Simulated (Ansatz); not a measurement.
The starting structures come from a database of crystals and need not be the phases stable at ambient conditions.

Data:

```
CELL_PARAMETERS angstrom
      7.68510     0.00000     0.00000
      0.00000     7.69285     0.00000
      0.00000     3.84642     3.80629
ATOMIC_POSITIONS crystal
  Ca 0.75000 0.48560 0.00000
  Ca 0.25000 0.51440 0.00000
  Ca 0.75000 0.98908 0.00000
  Ca 0.25000 0.01092 0.00000
  Ti 0.50000 0.00000 0.50000
  Ti 0.00000 0.00000 0.50000
  Ti 0.50000 0.50000 0.50000
  Ti 0.00000 0.50000 0.50000
  O  0.75000 0.05024 0.40984
  O  0.25000 0.94976 0.59016
  O  0.25000 0.53992 0.40984
  O  0.75000 0.46008 0.59016
  O  0.95598 0.70881 0.00000
  O  0.04402 0.29119 0.00000
  O  0.45598 0.29119 0.00000
  O  0.54402 0.70881 0.00000
  O  0.00000 0.79425 0.41150
  O  0.00000 0.20575 0.58850
  O  0.50000 0.20575 0.58850
  O  0.50000 0.79425 0.41150
```

Space group of this cell: Cmcm. The cell is taken as given; by PBEsol its mean pressure is -3.1 GPa.

Transport runs along the normal of the first two printed cell vectors.

The gap is the functional's own. No spin-orbit coupling. Mid-gap values are interpolated on the energy grid.

### Question
Predict the band gap and the smallest decay constant κ at mid-gap from PBEsol in Ansatz (a first-principles code).

### Answer
Gap 2.13 eV on a 4×8×8 mesh; κ = 0.259 1/Å, at the zone centre.
